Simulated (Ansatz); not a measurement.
Ansatz (an electronic-structure program), DFT, LDA, plane waves, its default PAW files, spin-polarised: Ce4Se3O4, supercell, atoms displaced (from the phase in space group 38, mp-552177) (O8Se6Ce8), 22 atoms, spin-polarised from a ferromagnetic start (1 μB on Ce). Basis and mesh were picked for this test and aren't claimed converged.

```yaml
cell: 8.61, 13.26, 6.63 Å; 34.7, 90, 90°
distance_to_the_nearest_atom: 2.21 to 2.97 Å
task: single point
k mesh: 2×2×4
hamiltonian.xc: lda
kind_of_files: paw
scf.occupations.method: fermi_dirac
scf.occupations.width: 0.05 eV
output.forces: true
magnetization.spin_polarized: true
binding of workers (--pin): off
k-point pools (--kpoint-pools): 1
memory maximum (--max-ram): 8GiB
accuracy: medium (default)
basis.precision: auto (default)
basis.xc_grid: 1 (default)
scf.eigensolver.kind: auto (default)
scf.convergence.dr2_threshold: 1e-07 (default)
scf.lower_state_search: light (default)
k-points after symmetry (for each spin): 12
bands_at_the_start: 190
electrons: 240
plane waves at Γ: 8449
cutoff (eV): 420
FFT grid: 60×90×45
symmetry_operations: 1
```

One run each.

All on 4 threads. The settings tried:
- scf.mixing.algorithm = broyden, scf.mixing.preconditioner = auto (default)
- scf.mixing.algorithm = auto (default), scf.mixing.preconditioner = none
- scf.mixing.algorithm = auto (default), scf.mixing.preconditioner = kerker_dos
- scf.mixing.algorithm = anderson, scf.mixing.preconditioner = auto (default)
- scf.mixing.algorithm = msr1, scf.mixing.preconditioner = auto (default)
- scf.mixing.algorithm = auto (default), scf.mixing.preconditioner = local_kerker
- scf.mixing.algorithm = auto (default), scf.mixing.preconditioner = auto (default)
- scf.mixing.algorithm = auto (default), scf.mixing.preconditioner = kerker

**Question.** Predict which of these converge in the fewest SCF iterations (all cycles of the run, searches included).

**Answer.** Fewest SCF iterations (all cycles of the run, searches included): scf.mixing.algorithm = auto (default), scf.mixing.preconditioner = local_kerker (17). Most among those that reach the base run's result: scf.mixing.algorithm = auto (default), scf.mixing.preconditioner = kerker_dos (42). All converged.

```tsv
setting	SCF iterations (all cycles of the run, searches included)	applications of H to a band	end
scf.mixing.algorithm = auto (default), scf.mixing.preconditioner = local_kerker	17	149678	converged
scf.mixing.algorithm = auto (default), scf.mixing.preconditioner = auto (default)	22	186886	converged
scf.mixing.algorithm = msr1, scf.mixing.preconditioner = auto (default)	22	186886	converged
scf.mixing.algorithm = auto (default), scf.mixing.preconditioner = kerker	22	186886	converged
scf.mixing.algorithm = auto (default), scf.mixing.preconditioner = none	25	196390	converged
scf.mixing.algorithm = broyden, scf.mixing.preconditioner = auto (default)	26	214172	converged
scf.mixing.algorithm = anderson, scf.mixing.preconditioner = auto (default)	26	218728	converged
scf.mixing.algorithm = auto (default), scf.mixing.preconditioner = kerker_dos	42	319767	converged
```

18 planned settings were not run, for want of time.

Keys are those of Ansatz 0.2.
